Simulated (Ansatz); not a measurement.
We consider SnPt (model structure, started from the CoSn type, P6/mmm, No. 191, 6 atoms in the cell), described by LDA in Ansatz (plane waves, PAW).

Numerical settings: plane-wave cutoff 520 eV, 12×12×12 k mesh, Fermi–Dirac smearing 0.05 eV, scalar-relativistic PAW data made under PBE.

Cell (relaxed at this level):

```cif
data_Pt3Sn3
_chemical_formula_sum 'Pt3 Sn3'
_space_group_name_H-M_alt 'P6/mmm'
_space_group_IT_number 191
_space_group_name_Hall '-P 6 2'
_cell_length_a 5.60711
_cell_length_b 5.60711
_cell_length_c 4.45240
_cell_angle_alpha 90.000
_cell_angle_beta 90.000
_cell_angle_gamma 120.000
loop_
_atom_site_label
_atom_site_type_symbol
_atom_site_symmetry_multiplicity
_atom_site_Wyckoff_symbol
_atom_site_fract_x
_atom_site_fract_y
_atom_site_fract_z
_atom_site_occupancy
Pt1 Pt 3 f 0.00000 0.50000 0.00000 1
Sn1 Sn 1 a 0.00000 0.00000 0.00000 1
Sn2 Sn 2 d 0.33333 0.66667 0.50000 1
```

Task: Estimate the bulk modulus that the calculation returns.

Result: 
* **bulk modulus**: 140 GPa

The run finds no gap.

Note: the bulk modulus is −V dP/dV from two relaxed cells at ±2 % in volume; the relaxation could raise the start's symmetry but not lower it, so the cell can be a saddle point.

Spin–orbit coupling is not included.

The result took very roughly 8 core-minutes.

A model structure was made by putting elements into a prototype or built by hand; it is no filed structure, need not be a known phase, and can be a saddle point held by its symmetry.

Ansatz is a program for electronic structure.
